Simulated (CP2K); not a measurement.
# Worked example: self-consistent single point of PtAu (R-3m, 2 atoms in the cell) in CP2K

Method of the run: LDA (Pade form), GPW, TZVP-MOLOPT-SR-GTH basis, GTH-PADE potentials (GTH_POTENTIALS) run with CP2K 2026.2.

This input was run:

```
&GLOBAL
  PROJECT run
  RUN_TYPE ENERGY_FORCE
  PRINT_LEVEL MEDIUM
&END GLOBAL
&FORCE_EVAL
  METHOD Quickstep
  STRESS_TENSOR ANALYTICAL
  &DFT
    BASIS_SET_FILE_NAME BASIS_MOLOPT_UCL
    POTENTIAL_FILE_NAME GTH_POTENTIALS
    &QS
      METHOD GPW
      EPS_DEFAULT 1E-10
    &END QS
    &MGRID
      CUTOFF 500
      REL_CUTOFF 50
      NGRIDS 5
    &END MGRID
    &SCF
      SCF_GUESS ATOMIC
      EPS_SCF 1E-7
      MAX_SCF 100
      ADDED_MOS 6
      &DIAGONALIZATION
        ALGORITHM STANDARD
      &END DIAGONALIZATION
      &MIXING
        METHOD BROYDEN_MIXING
        ALPHA 0.2
        NBUFFER 12
      &END MIXING
      &SMEAR ON
        METHOD FERMI_DIRAC
        ELECTRONIC_TEMPERATURE [K] 580.23
      &END SMEAR
    &END SCF
    &KPOINTS
      SCHEME MONKHORST-PACK 11 11 11
    &END KPOINTS
    &XC
      &XC_FUNCTIONAL PADE
      &END XC_FUNCTIONAL
    &END XC
    &PRINT
      &MO
        EIGENVALUES T
        OCCUPATION_NUMBERS T
        NDIGITS 8
        FILENAME mo
        &EACH
          QS_SCF 0
        &END EACH
        ADD_LAST NUMERIC
      &END MO
      &MULLIKEN ON
      &END MULLIKEN
    &END PRINT
  &END DFT
  &SUBSYS
    &CELL
      A 5.02437700 0.00000000 0.00000000
      B 4.23338800 2.70606500 0.00000000
      C 4.23338800 1.23742900 2.40656600
      PERIODIC XYZ
    &END CELL
    &COORD
      SCALED
      Pt       0.50000000     0.50000000     0.50000000
      Au       0.00000000     0.00000000     0.00000000
    &END COORD
    &KIND Pt
      BASIS_SET TZVP-MOLOPT-SR-GTH-q18
      POTENTIAL GTH-PADE-q18
    &END KIND
    &KIND Au
      BASIS_SET TZVP-MOLOPT-SR-GTH-q11
      POTENTIAL GTH-PADE-q11
    &END KIND
  &END SUBSYS
  &PRINT
    &FORCES ON
    &END FORCES
    &STRESS_TENSOR ON
    &END STRESS_TENSOR
  &END PRINT
&END FORCE_EVAL
```

Log, with long lists cut:

```
 GLOBAL| Method name                                                        CP2K
 GLOBAL| Project name                                                        run
 GLOBAL| Run type                                                   ENERGY_FORCE

 CELL| Volume [angstrom^3]:                                            32.720371
 CELL| Vector a [angstrom]:       5.024     0.000     0.000   |a| =     5.024377
 CELL| Vector b [angstrom]:       4.233     2.706     0.000   |b| =     5.024377
 CELL| Vector c [angstrom]:       4.233     1.237     2.407   |c| =     5.024377
 CELL| Angle (b,c), alpha [degree]:                                    32.587515
 CELL| Angle (a,c), beta  [degree]:                                    32.587520
 CELL| Angle (a,b), gamma [degree]:                                    32.587515
 CELL| Numerically orthorhombic:                                              NO
 CELL| Periodicity                                                           XYZ

 DFT| Spin restricted Kohn-Sham (RKS) calculation                            RKS
 DFT| Multiplicity                                                             2
 DFT| Number of spin states                                                    1
 DFT| Charge                                                                   0
 DFT| XC density smoothing                                                  NONE
 DFT| XC derivatives                                                          PW

 QS| Method:                                                                 GPW
 QS| Density plane wave grid type                        NON-SPHERICAL FULLSPACE
 QS| Number of grid levels:                                                    5
 QS| Density cutoff [a.u.]:                                                250.0
 QS| Multi grid cutoff [a.u.]: 1) grid level                               250.0
   [... lines left out ...]
 BRILLOUIN| Wavefunction type                                            COMPLEX
 BRILLOUIN| List of Kpoints [2 Pi/Bohr]                                      666
 BRILLOUIN| Number           Weight            X              Y              Z
 BRILLOUIN|     1           0.00150       -0.45455       -0.45455       -0.45455
 BRILLOUIN|     2           0.00150       -0.45455       -0.45455       -0.36364
 BRILLOUIN|     3           0.00150       -0.45455       -0.45455       -0.27273
   [... 663 lines left out ...]
 *******************************************************************************

 Extrapolation method: initial_guess

 Re-scaling the density matrix to get the right number of electrons
                  # Electrons              Trace(P)               Scaling factor
                           29                29.000                        1.000

 Number of electrons:                                                         29
 Number of occupied orbitals:                                                 15
 Number of molecular orbitals:                                                21

 Number of orbital functions:                                                 69
 Number of independent orbital functions:                                     69
 SCF WAVEFUNCTION OPTIMIZATION

  Step     Update method      Time    Convergence         Total energy    Change
     1 NoMix/Diag. 0.20E+00      -     0.86207237      -154.3219910161 -1.54E+02
     2 Broy./Diag. 0.20E+00      -     0.03103653      -155.9166888636 -1.59E+00
     3 Broy./Diag. 0.20E+00      -     0.04088920      -154.9374500870  9.79E-01
     4 Broy./Diag. 0.20E+00      -     0.00885188      -154.0832200389  8.54E-01
     5 Broy./Diag. 0.20E+00      -     0.02075802      -154.0737681019  9.45E-03
     6 Broy./Diag. 0.20E+00      -     0.00184682      -154.1421625988 -6.84E-02
     7 Broy./Diag. 0.20E+00      -     0.00098375      -154.1402043392  1.96E-03
   [... 3 lines left out ...]
    11 Broy./Diag. 0.20E+00      -     0.00000390      -154.1373140911  1.44E-04
    12 Broy./Diag. 0.20E+00      -     0.00000347      -154.1373202012 -6.11E-06
    13 Broy./Diag. 0.20E+00      -     0.00000016      -154.1373221230 -1.92E-06
    14 Broy./Diag. 0.20E+00      -     0.00000026      -154.1373217091  4.14E-07
    15 Broy./Diag. 0.20E+00      -     0.00000003      -154.1373215669  1.42E-07
  *** SCF run converged in    15 steps ***

  Electronic density on regular grids:        -28.9999999996        0.0000000004
  Core density on regular grids:               28.9999999971       -0.0000000029
  Total charge density on r-space grids:       -0.0000000026
  Total charge density g-space grids:          -0.0000000026

  Overlap energy of the core charge distribution:               0.00000001209618
  Self energy of the core charge distribution:               -240.65076372140402
  Core Hamiltonian energy:                                     59.80735965901857
  Hartree energy:                                              43.52583387243942
  Exchange-correlation energy:                                -16.81925035889607
  Electronic entropic energy:                                  -0.00050103014372
  Fermi energy:                                                 0.44048282875498

  Total energy:                                              -154.13732156691862
  Total energy (extrapolated to T->0):                       -154.13707105184676

                     Mulliken Population Analysis

 #  Atom  Element  Kind  Atomic population                           Net charge
       1     Pt       1         18.201959                             -0.201959
       2     Au       2         10.798041                              0.201959
 # Total charge                             29.000000                 -0.000000

 ENERGY| Total FORCE_EVAL ( QS ) energy [hartree]           -154.137321590368117

 FORCES| Atomic forces [hartree/bohr]
 FORCES|   Atom     x               y               z               |f|
 FORCES|      1  1.31506644E-13  5.85967049E-14  2.74028100E-14   1.46555400E-13
 FORCES|      2 -2.60825683E-13 -1.08279295E-13 -2.03353006E-14   2.83139483E-13
 FORCES| Sum    -1.29319039E-13 -4.96825899E-14  7.06750938E-15
 FORCES| Total atomic force                                       1.38714538E-13

 STRESS| Analytical stress tensor [bar]
 STRESS|                        x                   y                   z
 STRESS|      x       -1.59066039122E+05  -2.03484895419E+04  -1.24181129834E+04
 STRESS|      y       -2.03484895419E+04  -9.54005660431E+04  -3.63020871885E+03
 STRESS|      z       -1.24181129834E+04  -3.63020871885E+03  -9.16671632182E+04
 STRESS| 1/3 Trace                                            -1.15377922795E+05
```

The run converged in 15 iterations.

The starting cell comes from a database of computed structures (which also holds hypothetical and non-ambient phases and stackings), without a prior relaxation at this level. Spin polarisation is off. Values carry the incompleteness of an atom-centred basis. With a pressure of about -12 GPa the cell is away from its equilibrium volume at this level.

Cost on one core of a shared machine: roughly 2 min.
